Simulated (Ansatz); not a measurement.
For Sb2Se3 (model structure, started from the A-La2O3 type, P-3m1, No. 164, 5 atoms in the cell), PBEsol (Ansatz, a program for electronic structure, plane waves, PAW) gives:

```
Property                     Result
-------------------  --------------
lattice constant a          4.004 Å
lattice parameter c         9.776 Å
formation enthalpy   -0.252 eV/atom
```

### Question
What does PBE-D3(BJ) in Ansatz (PAW) give for the same quantities?

### Answer

- lattice constant a: 4.010 Å (increases by 0.1 %)
- lattice parameter c: 9.707 Å (falls by 0.7 %)
- formation enthalpy: -0.261 eV/atom (moves by -0.009 eV/atom)

Changes are worked out from the printed values.

Unless a cell is named, each level is at its own relaxed cell (PBEsol 27.14, PBE-D3(BJ) 27.04 Å³/atom).

Levels without +SOC leave out spin–orbit coupling, which shifts energies and cells of such heavy elements.

Ansatz's density-functional and Hartree–Fock values are scalar-relativistic unless marked +SOC, with PAW data made under PBE.

A model structure was made by putting elements into a prototype or built by hand; it is no filed structure, need not be a known phase, and can be a saddle point held by its symmetry.
